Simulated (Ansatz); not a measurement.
**BiB in the CsCl type structure (space group Pm-3m, No. 221; a hypothetical phase, not in the database extracts checked)**

BiB has the cubic space group Pm-3m (No. 221), the CsCl type structure, Pearson symbol cP2. Lattice parameters: a = b = c = 3.3580 Å, α = β = γ = 90.00°. B on 1a is surrounded by 8 Bi at 2.908 Å (cubic). Bi on 1b has 8 B at 2.908 Å and 6 Bi at 3.358 Å. (Neighbours: up to the widest gap in distance over summed covalent radii, below 1.35, at either atom; cation-cation and far metal-metal contacts left out.)

The values are results of plane-wave PAW DFT at the PBE level (Ansatz, a program for electronic structure, 420 eV), scalar-relativistic without spin-orbit coupling, not measurements. k-mesh 14×14×14 (Γ-centred); smearing 0.05 eV (Fermi–Dirac).

The volume per atom is 18.93 Å³, the density is 9.64 g/cm³ and the band gap comes out as zero. The total energy is -6274.653 eV/atom (σ→0; compares only within this code and set-up).

No phonon test of stability was made. All final runs are without spin polarisation.
